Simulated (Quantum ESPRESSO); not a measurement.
A working Quantum ESPRESSO input for Mg₁₄BiSb (P1, 16 atoms in the cell) (DFT, PBEsol, plane waves, SSSP 1.1.2 efficiency (PBE) pseudopotentials):

```fortran
&control
    calculation = 'scf',
    prefix = 'mg14bisb',
    outdir = './tmp',
    pseudo_dir = './',
    verbosity = 'high',
    tprnfor = .true.,
    tstress = .true.,
/
&system
    ibrav = 0,
    nat = 16,
    ntyp = 3,
    ecutwfc = 40,
    ecutrho = 320,
    occupations = 'smearing',
    smearing = 'fd',
    degauss = 0.0073499,
    input_dft = 'pbesol',
/
&electrons
    conv_thr = 1.0d-10,
/
ATOMIC_SPECIES
Mg    24.3050  Mg.pbe-n-kjpaw_psl.0.3.0.UPF
Sb   121.7600  sb_pbe_v1.4.uspp.F.UPF
Bi   208.9804  Bi_pbe_v1.uspp.F.UPF
ATOMIC_POSITIONS crystal
Mg    0.9856530000    0.5131340000    0.0023120000
Mg    0.5009590000    0.0093240000   -0.0054770000
Mg    0.5216620000    0.4790740000   -0.0090200000
Mg    0.9813210000    0.4782690000    0.5037970000
Mg    0.4740840000   -0.0193950000    0.4928740000
Mg    0.4963890000    0.4989990000    0.4994960000
Mg    0.1721200000    0.8306620000    0.2364420000
Mg    0.6456100000    0.8220240000    0.7638130000
Mg    0.1644670000    0.3616120000    0.2441660000
Mg    0.1586930000    0.8321250000    0.7618590000
Mg    0.6616930000    0.8440930000    0.2567500000
Mg    0.2016680000    0.3642880000    0.7596070000
Mg    0.6702860000    0.3298300000    0.2537670000
Mg    0.6628210000    0.3257420000    0.7500350000
Sb    0.0182410000    0.0033650000   -0.0046510000
Bi    0.0176680000   -0.0064810000    0.4942300000
K_POINTS automatic
4 4 2  0 0 0
CELL_PARAMETERS angstrom
   6.4775700000     0.0000000000     0.0000000000
  -3.2387850000     5.6097400000     0.0000000000
   0.0000000000     0.0000000000    10.3135300000
```

The run converged in 18 iterations: free energy E − TS -11264.6675 eV; Fermi level (on the code's own zero) 5.05 eV; pressure -0.39 GPa; largest force (vector length) 0.846 eV/Å. Each of these slips is then made, one at a time:

(1)
```diff
-    pseudo_dir = './',
+    pseudo_dir = './pp',
```

(2)
```diff
+    tot_charge = -1,
```

### Question
How does each altered input end?

### Answer

(1) A wrong folder for the potentials. The program stopped before any SCF iteration.
```
Error in routine readpp (1):
file ./pp/Mg.pbe-n-kjpaw_psl.0.3.0.UPF not found
```

(2) An unintended net charge. The run converged in 15 iterations without an error; against the sound input the pressure goes from -0.39 to 2.99 GPa and the largest force goes from 0.846 to 0.823 eV/Å.

The starting cell comes from a database of computed structures (which also holds hypothetical and non-ambient phases and stackings), without a prior relaxation at this level. Its atoms were displaced at random from the sites of space group no. 187. The run gives no clean gap (levels at the Fermi energy touch, overlap or are partly filled at this smearing), which alone does not show that the compound is a metal.

Left out of this page: 3 runs of the series outside the window shown, repeating another row's setting, or not comparable.
